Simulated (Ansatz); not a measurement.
MoSi2: biaxial strain −2.29 %, plane normal [001], relaxed out of plane

The parent structure is MoSi2 (space group I4/mmm, No. 139; a = 3.2169 Å, c = 7.8730 Å). Axes: x, y, z lie along a, b, c of the conventional cell.

The change: biaxial strain −2.29 %, plane normal [001], relaxed out of plane (Cartesian); in-plane vectors clamped, the third vector and the atoms free.

Calculations: PBE, PAW, 420 eV (Ansatz, a program for electronic structure; no spin-orbit coupling). k-mesh 20×20×20 (Γ-centred); smearing 0.05 eV (Fermi–Dirac).

| quantity | base | changed | shift |
|---|---|---|---|
| volume per atom | 13.58 Å³ | 13.08 Å³ | -0.50 Å³ |
| space group | I4/mmm (No. 139) | I4/mmm (No. 139) | – |
| shortest interatomic distance | 2.596 Å | 2.582 Å | -0.0147 Å |
| energy relative to the base (free energy F) | 0 meV/atom | +22 meV/atom | +22 meV/atom |
| pressure (mean of the normal stresses, compression positive) | 0.0 GPa | 7.9 GPa | +7.9 GPa |
| band gap | zero | zero | – |
| out-of-plane strain (rough) | – | +0.92 % | – |
| mean in-plane stress (compression positive) (rough) | – | +11.8 GPa | – |

Without a gap, meshes like the base's 20×20×20 leave anisotropic stresses uncertain by several tenths of a GPa, and small strain energies with them. No phonon test of stability was made. All final runs are without spin polarisation.
